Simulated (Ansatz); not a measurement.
CuI (model structure, within 0.1 Å of P6₄22, No. 181, 6 atoms in the cell), treated with PBE-D3(BJ) in Ansatz (PAW).

Numerical settings: plane-wave cutoff 520 eV, 12×12×4 k mesh (along the axes of the cell as run), Fermi–Dirac smearing 0.01 eV, no spin polarisation, scalar-relativistic PAW data made under PBE.

Cell (relaxed at this level):

```xyz
6
Lattice="4.1682 0.0000 0.0000 -2.0841 3.6098 0.0000 0.0000 0.0000 9.6440" Properties=species:S:1:pos:R:3 pbc="T T T"
Cu     1.0412     1.8034     4.8220
Cu     2.0858     0.0000     8.0367
Cu    -1.0429     1.8064     1.6073
I      1.0418     1.8044     0.0000
I      2.0847     0.0000     3.2147
I     -1.0423     1.8054     6.4293
```

Question: What does this level give for the band gap?

Answer: 
- band gap = 0.69 eV (on the SCF k mesh)

Spin–orbit coupling is not included; with these elements it can move the gap by several tenths of an eV or more.

The computed numbers hold no vibrational or temperature effects.

It cost about 12 core-minutes (a rough figure) of CPU time.

A model structure was made by putting elements into a prototype or built by hand; it is no filed structure, need not be a known phase, and can be a saddle point held by its symmetry.

Ansatz is a first-principles code.
